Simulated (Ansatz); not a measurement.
Data:

```
MgS
1.0
    0.00000     2.59095     2.59095
    2.59095     0.00000     2.59095
    2.59095     2.59095     0.00000
Mg S
1 1
Cartesian
  0.00000   0.00000   0.00000
  2.59095   2.59095   2.59095
```

All values below come from HSE06, rigid bands (plane waves, PAW, scalar-relativistic; Ansatz, a quantum-chemistry and plane-wave program). Cell: cell and atoms relaxed with PBEsol.

### Question
What conductivity effective mass do dilute holes have at 300 K?

### Answer
0.95 mₑ.

### Question
What conductivity effective mass do dilute electrons have at 300 K?

### Answer
0.35 mₑ.

### Question
And the band gap?

### Answer
3.83 eV at this level.

Rigid bands, one relaxation time for all states, no polarons. Spin-orbit coupling is left out; where it splits the top of the valence band it changes the hole mass and lowers the gap by about a third of the splitting. Geometry: cell and atoms relaxed with PBEsol.
